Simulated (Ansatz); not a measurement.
Base system: BN in the zinc blende structure (space group F-43m, No. 216; a = 3.6247 Å).

The values are results of PBE in Ansatz (plane waves to 420 eV, PAW, scalar-relativistic without spin-orbit coupling), not measurements.

Before the change:

```
Quantity                       Result
---------  --------------------------
Band gap                      4.46 eV
Pressure                    -0.01 GPa
Hole mass  0.50, 0.53, 0.53 mₑ (at Γ)
```

Now apply this change: an isotropic linear strain of −1.39 %; the atoms relax in the strained cell.

Q: Estimate the effect on the band gap.

A: The band gap increases by 0.043 eV (4.46 eV → 4.51 eV).

Q: Predict the new pressure.

A: The pressure grows by 16.85 GPa to 16.84 GPa.

Q: Predict the new hole mass.

A: The hole mass (degenerate bands, along [100]) becomes 0.52 mₑ (at Γ) (base: 0.50, 0.53, 0.53 mₑ (at Γ)).

Masses are band curvatures over ±0.01 Å⁻¹ around the edge. Whether these cells are dynamically stable was not tested.

Ansatz is a program for electronic structure.
